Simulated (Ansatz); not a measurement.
Start from ZnRh in the CsCl type structure (space group Pm-3m, No. 221; a = 2.9739 Å; a cell from a computed database, its experimental status unchecked; relaxed with 0.1 eV smearing). Axes: x, y, z lie along the cube axes.

Level of theory: PBEsol (Ansatz, a program for electronic structure; PAW; 420 eV plane waves; no spin-orbit coupling).

For the base:

```
Item                             Result
-----------------------------  --------
Shortest interatomic distance  257.5 pm
Pressure                        0.0 GPa
```

Now apply this change: uniaxial strain ε_xx = +0.86 %, all other strain components held at zero, atoms relaxed at fixed cell.

Question: Estimate the effect on the energy relative to the base, shortest interatomic distance and pressure.

Answer: The energy rises by 0.8 meV/atom; the shortest interatomic distance goes up by 0.74 pm to 258.3 pm; the pressure (mean of the normal stresses, compression positive) goes from zero to -1.7 GPa.

Whether these cells are dynamically stable was not tested. The final runs are not spin-polarised.
